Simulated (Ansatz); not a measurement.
Ansatz (a program for electronic structure) run on YSn3 (P4mm, 4 atoms in the cell): relaxation of the atoms.

Computed with LDA (PW92), default PAW files made with PBE (plane waves; Ansatz).

The change in words: one atom moved by 0.15 angstrom; relax: default → atoms; relax.f_tol: default → 0.005 eV/Å. Reference geometry:
```
CELL_PARAMETERS angstrom
      4.71443     0.00000     0.00000
      0.00000     4.71443     0.00000
      0.00000     0.00000     4.71443
ATOMIC_POSITIONS crystal
  Y  0.00000 0.00000 0.00000
  Sn 0.50000 0.50000 0.00000
  Sn 0.00000 0.50000 0.50000
  Sn 0.50000 0.00000 0.50000
```

Reference input (self-consistent single point, DFT, LDA (PW92), plane waves, default PAW files made with PBE): basis.ecutwfc = 420 eV; kpoints.mp_grid.grid = 7 7 7; hamiltonian.xc = lda; hamiltonian.pseudopotentials = {kind: paw} (the program's default PAW files); scf.occupations.method = fermi_dirac; scf.occupations.width = 0.1 eV. This run's input differs from it in these lines:

```diff
@@ -7,3 +7,3 @@
   atoms:
-    - { symbol: Y, position: [0.00000000, 0.00000000, 0.00000000] }
+    - { symbol: Y, position: [0.00000000, 0.00000000, 0.03181700] }
     - { symbol: Sn, position: [0.50000000, 0.50000000, 0.00000000] }
@@ -24,2 +24,4 @@
     width: 0.1 eV
+relax:
+  f_tol: 0.005
 output:
```

Output (repeated stretches shortened):

```
   [... SCF lines of the steps left out ...]
relax step   1: F+E_penalty+E_count = -21386.11987480 eV  Δ(F+E_penalty+E_count) = +0.000e0 eV  max|allowed force component| = 5.421e-1 eV/Å  Δτ_max = 0.0000 Å  (6 SCF iters, dr2 threshold 6.25e-7 eV, accepted)
relax step   2: F+E_penalty+E_count = -21386.15652918 eV  Δ(F+E_penalty+E_count) = -3.665e-2 eV  max|allowed force component| = 1.320e-1 eV/Å  Δτ_max = 0.1256 Å  (5 SCF iters, dr2 threshold 1.84e-5 eV, accepted)
relax step   3: F+E_penalty+E_count = -21386.16030292 eV  Δ(F+E_penalty+E_count) = -3.774e-3 eV  max|allowed force component| = 1.922e-3 eV/Å  Δτ_max = 0.0221 Å  (4 SCF iters, dr2 threshold 1.09e-6 eV, accepted)
relax step   4: F+E_penalty+E_count = -21386.16030309 eV  Δ(F+E_penalty+E_count) = -1.683e-7 eV  max|allowed force component| = 1.987e-3 eV/Å  Δτ_max = 0.0000 Å  (3 SCF iters, accepted)
the relaxation is at rest under the 8 symmetry operations that the run kept from its start: a minimum is not shown …
Stability not checked: this state was not tested for a lower state beside it, because too few of the mixer's solves of this state at the end of the SCF gave a …
Free energy (F): -21386.160303 eV
Internal energy: -21386.104880 eV  (E = F + TS)
E sigma→0 (E₀):  -21386.132592 eV
Entropy (-TS):   -0.055423 eV (-13.856 meV/atom)
Fermi energy:    11.507174 eV
--- Forces (eV/Å), atoms counted from 1 ---
  atom   1  Y     -0.00000000     0.00000000     0.00070114
   [... lines left out ...]
  atoms:
    - { symbol: Y, position: [1.6340720179272838e-34, 0.0, 0.008023397733841576] }
    - { symbol: Sn, position: [0.49999999999999994, 0.49999999999999994, 0.007755746516181842] }
    - { symbol: Sn, position: [-2.451108026890926e-34, 0.49999999999999994, 0.5080189278749883] }
    - { symbol: Sn, position: [0.49999999999999994, 0.0, 0.5080189278749883] }
```

The run converged. 

Summary of the result:
* **Free energy E − TS (on the zero of these files)**: -21386.1603 eV
* **Fermi level (on the code's own zero)**: 11.51 eV
* **Pressure**: -4.27 GPa
* **Largest force (vector length)**: 0.002 eV/Å
* **Relaxation steps**: 4

The starting cell comes from a database of computed structures (which also holds hypothetical and non-ambient phases and stackings), without a prior relaxation at this level. Its lattice was rescaled by up to half a per cent. For this run, on top of that: one atom moved by 0.15 angstrom. The relaxation keeps the symmetry of its start, so its end need not be a minimum. Ansatz's pressure includes its estimate of the finite-basis (Pulay) stress.

Keys are those of Ansatz 0.2.
